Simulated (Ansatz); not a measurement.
A thermal frame of Ag (fcc), cell Ag32, begun in the crystal structure [in the run: it stayed crystalline; mean temperature 306 K (target 300 K); density 9.98 g/cm³, volume +5 % from the start crystal's], from MD with r2SCAN at 300 K. Method: r2SCAN (plane waves, PAW; Ansatz, a quantum-chemistry and plane-wave program).

| Quantity | Result |
|---|---|
| plane-wave cutoff | 500 eV |
| k-points | one point, (1/4, 1/4, 1/4) |
| Fermi-Dirac width | 0.086 eV |
| spin | not polarised; no spin-orbit coupling |

A check of the k-sampling: on the last frame of the same run a denser mesh moved the r2SCAN forces by 0.043 eV/Å rms, the static pressure by -1.08 GPa and the free energy by -27 meV/atom.

```yaml
crystal:
  lattice:
    - [8.31329, 0.00000, 0.00000]
    - [0.00000, 8.31329, 0.00000]
    - [0.00000, 0.00000, 8.31329]
  atoms:
    - { symbol: Ag, position: [0.97879, 0.98076, 0.99955] }
    - { symbol: Ag, position: [0.97559, 0.21645, 0.25967] }
    - { symbol: Ag, position: [0.23298, 0.96735, 0.24897] }
    - { symbol: Ag, position: [0.21170, 0.21759, 0.98607] }
    - { symbol: Ag, position: [0.97639, 0.94225, 0.49874] }
    - { symbol: Ag, position: [0.97599, 0.21346, 0.73158] }
    - { symbol: Ag, position: [0.20584, 0.95964, 0.75595] }
    - { symbol: Ag, position: [0.23051, 0.22231, 0.49798] }
    - { symbol: Ag, position: [0.98495, 0.46325, 0.00475] }
    - { symbol: Ag, position: [0.96486, 0.72145, 0.25221] }
    - { symbol: Ag, position: [0.22925, 0.47732, 0.24895] }
    - { symbol: Ag, position: [0.22442, 0.72662, 0.98605] }
    - { symbol: Ag, position: [0.00303, 0.46871, 0.48734] }
    - { symbol: Ag, position: [0.99104, 0.72243, 0.76061] }
    - { symbol: Ag, position: [0.22369, 0.45602, 0.74782] }
    - { symbol: Ag, position: [0.23769, 0.71720, 0.48840] }
    - { symbol: Ag, position: [0.47916, 0.97922, 0.99774] }
    - { symbol: Ag, position: [0.49224, 0.20668, 0.23544] }
    - { symbol: Ag, position: [0.74193, 0.98899, 0.24605] }
    - { symbol: Ag, position: [0.73904, 0.21648, 0.00898] }
    - { symbol: Ag, position: [0.48041, 0.97961, 0.50163] }
    - { symbol: Ag, position: [0.47515, 0.21364, 0.76836] }
    - { symbol: Ag, position: [0.73648, 0.96539, 0.74649] }
    - { symbol: Ag, position: [0.71631, 0.21979, 0.50884] }
    - { symbol: Ag, position: [0.48678, 0.48233, 0.00817] }
    - { symbol: Ag, position: [0.46262, 0.71529, 0.23287] }
    - { symbol: Ag, position: [0.74053, 0.47211, 0.25388] }
    - { symbol: Ag, position: [0.74759, 0.74206, 0.99778] }
    - { symbol: Ag, position: [0.48951, 0.47008, 0.49995] }
    - { symbol: Ag, position: [0.49375, 0.70437, 0.74193] }
    - { symbol: Ag, position: [0.75431, 0.45836, 0.76849] }
    - { symbol: Ag, position: [0.71532, 0.71299, 0.49059] }
```

Task: Give the forces on atoms 3, 6, 8, 12, 18, 19, 20, 23, 25, 31 (eV/Å).

Result: 
```json
[
 {"atom": "Ag3", "Fx Fy Fz": "-0.164 0.268 -0.026"},
 {"atom": "Ag6", "Fx Fy Fz": "-0.011 -0.001 0.033"},
 {"atom": "Ag8", "Fx Fy Fz": "0.327 -0.384 -0.104"},
 {"atom": "Ag12", "Fx Fy Fz": "0.415 -0.395 0.528"},
 {"atom": "Ag18", "Fx Fy Fz": "-0.576 0.620 0.418"},
 {"atom": "Ag19", "Fx Fy Fz": "-0.356 -0.867 0.347"},
 {"atom": "Ag20", "Fx Fy Fz": "-0.152 0.348 -0.521"},
 {"atom": "Ag23", "Fx Fy Fz": "-0.297 0.061 -0.119"},
 {"atom": "Ag25", "Fx Fy Fz": "-0.105 -0.450 -0.342"},
 {"atom": "Ag31", "Fx Fy Fz": "-0.503 0.327 -0.425"}
]
```
